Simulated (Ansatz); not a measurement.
Input:

End structure of Li on the 1x1 (110) surface of bcc Ta, one in a 2x2 cell, started at the site 'bridge Ta-Ta (span 3.3 Å)':

```xyz
17
Lattice="5.7487 0.0000 0.0000 -1.9162 5.4200 0.0000 0.0000 0.0000 26.5000" Properties=species:S:1:pos:R:3 pbc="T T T"
Ta     0.9581     1.3550     9.8356
Ta     0.0000     4.0650     9.8356
Ta     3.8325     1.3550     9.8356
Ta     2.8744     4.0650     9.8356
Ta     0.0000     0.0000    12.0695
Ta    -0.9581     2.7100    12.0695
Ta     2.8744     0.0000    12.0695
Ta     1.9162     2.7100    12.0695
Ta     0.9581     1.3550    14.4322
Ta     0.0000     4.0650    14.4331
Ta     3.8325     1.3550    14.4331
Ta     2.8744     4.0650    14.4049
Ta    -0.0119    -0.0168    16.6723
Ta    -0.9383     2.6959    16.7102
Ta     2.8545     0.0140    16.7102
Ta     1.9281     2.7267    16.6723
Li     0.9581     1.3550    19.0824
```

Model: 17-atom slab, 6.8 Å thick at the start under the adsorbate (thin: gaps and levels are the slab's own), 5x5x1 mesh, Fermi-Dirac 0.1 eV, dipole correction, 8 atoms held, the rest relaxed; start symmetry kept, larger cells not searched; no spin, no spin-orbit, no U, no dispersion correction. At the end it is bonded to 4 Ta. In PBE it is, or lies within 0.03 eV of, the lowest of the starts that converged.

A negative adsorption energy means that the adsorbate is more stable on the surface than in its reference.

What adsorption energy against an atom of bcc Li does PBE (Ansatz, a first-principles code) give?

-0.70 eV

What change of the work function does PBE give?

-2.22 eV

What work function of the top face does PBE give?

2.55 eV

Predict the change of the step from the bottom to the top vacuum level, against the clean slab from PBE.

-2.17 eV
